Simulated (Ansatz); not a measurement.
A one-dimensional Au body, 12 atoms a period, stretched and compressed along its axis from its relaxed period of 4.698 Å, atoms relaxed at each length.

```xyz
12
Lattice="16.5000 0.0000 0.0000 0.0000 16.5000 0.0000 0.0000 0.0000 4.6976" Properties=species:S:1:pos:R:3 pbc="T T T"
Au    11.0318     8.2500     0.0000
Au    10.6591     9.6409     2.3488
Au     9.6409    10.6591     0.0000
Au     8.2500    11.0318     2.3488
Au     6.8591    10.6591     0.0000
Au     5.8409     9.6409     2.3488
Au     5.4682     8.2500     0.0000
Au     5.8409     6.8591     2.3488
Au     6.8591     5.8409     0.0000
Au     8.2500     5.4682     2.3488
Au     9.6409     5.8409     0.0000
Au    10.6591     6.8591     2.3488
```

Level of theory: PBE (plane waves to 420 eV, PAW; Ansatz, an electronic-structure program). Mesh 1×1×14. No spin polarisation. Isolated but for its images some 11 Å away. A hypothetical model. It keeps the symmetry and period of its start, so it need not be a minimum against all distortions. Values not marked SOC lack spin–orbit coupling. Buckling under compression is shut out by symmetry and the short period. Energies are free energies at a Fermi–Dirac width of 0.05 eV, from the unstrained cell.

```csv
strain (%),energy (meV a period),axial force (nN)
-3.0,___,___
-1.5,+40,-1.84
0.0,0,0.00
+1.5,+36,+1.61
+3.0,+141,+3.14
+6.0,___,___
```

### Question
Some entries are withheld; supply them.

### Answer

- -3.0, energy (meV a period): +161
- -3.0, axial force (nN): -3.69
- +6.0, energy (meV a period): +531
- +6.0, axial force (nN): +5.57
